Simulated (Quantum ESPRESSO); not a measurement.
Convergence series on InCu2 (P6_3/mmc, 6 atoms in the cell)

```cif
data_Cu4In2
_chemical_formula_sum 'In2 Cu4'
_space_group_name_H-M_alt 'P63/mmc'
_space_group_IT_number 194
_space_group_name_Hall '-P 6c 2c'
_cell_length_a 4.45475
_cell_length_b 4.45475
_cell_length_c 5.36822
_cell_angle_alpha 90.000
_cell_angle_beta 90.000
_cell_angle_gamma 120.000
loop_
_atom_site_label
_atom_site_type_symbol
_atom_site_symmetry_multiplicity
_atom_site_Wyckoff_symbol
_atom_site_fract_x
_atom_site_fract_y
_atom_site_fract_z
_atom_site_occupancy
In1 In 2 c 0.33333 0.66667 0.25000 1
Cu1 Cu 2 a 0.00000 0.00000 0.00000 1
Cu2 Cu 2 d 0.66667 0.33333 0.25000 1
```

Level of theory: PBEsol, PSlibrary ultrasoft (PBE) pseudopotentials (plane waves; Quantum ESPRESSO).

The starting cell comes from a database of computed structures (which also holds hypothetical and non-ambient phases and stackings), without a prior relaxation at this level. Spin polarisation is off. In the base run, with a pressure of about -6 GPa the cell is away from its equilibrium volume at this level.

Held fixed: ecutwfc = 50 Ry; ecutrho = 300 Ry; occupations = smearing; smearing = gaussian; degauss = 0.0036749 Ry; input_dft = pbesol; potentials = {In: In.pbe-dn-rrkjus_psl.1.0.0.UPF, Cu: Cu.pbe-dn-rrkjus_psl.1.0.0.UPF}; conv_thr = 1e-09 Ry; mixing_beta = 0.3.

ΔF is the free energy per atom less that of the last row (automatic 17 17 12 0 0 0).

The series runs over K_POINTS = automatic 1 1 1 0 0 0; automatic 2 2 1 0 0 0; automatic 2 2 2 0 0 0; automatic 3 3 2 0 0 0; automatic 3 3 3 0 0 0; automatic 4 4 3 0 0 0; automatic 5 5 4 0 0 0; automatic 6 6 4 0 0 0; automatic 7 7 5 0 0 0; automatic 8 8 6 0 0 0; automatic 11 11 8 0 0 0; automatic 14 14 10 0 0 0; automatic 17 17 12 0 0 0.

Question: From which setting on does the energy stay within 2 meV/atom of the last one?

Answer: From K_POINTS = automatic 7 7 5 0 0 0 on; the one before it is off by 18 meV/atom.

```csv
K_POINTS,ΔF (meV/atom),pressure (GPa),k-points,plane waves
automatic 1 1 1 0 0 0,2261.0,12.52,1,3695
automatic 2 2 1 0 0 0,401.8,-3.22,2,3706
automatic 2 2 2 0 0 0,179.6,-5.90,4,3706
automatic 3 3 2 0 0 0,70.1,-7.54,6,3732
automatic 3 3 3 0 0 0,-5.2,-7.09,6,3761
automatic 4 4 3 0 0 0,-11.7,-6.59,8,3761
automatic 5 5 4 0 0 0,13.8,-6.11,15,3755
automatic 6 6 4 0 0 0,17.6,-5.93,21,3755
automatic 7 7 5 0 0 0,1.69,-6.00,24,3761
automatic 8 8 6 0 0 0,-0.49,-6.07,40,3761
automatic 11 11 8 0 0 0,1.20,-6.04,80,3773
automatic 14 14 10 0 0 0,-0.59,-6.05,144,3761
automatic 17 17 12 0 0 0,0.00,-6.06,231,3761
```
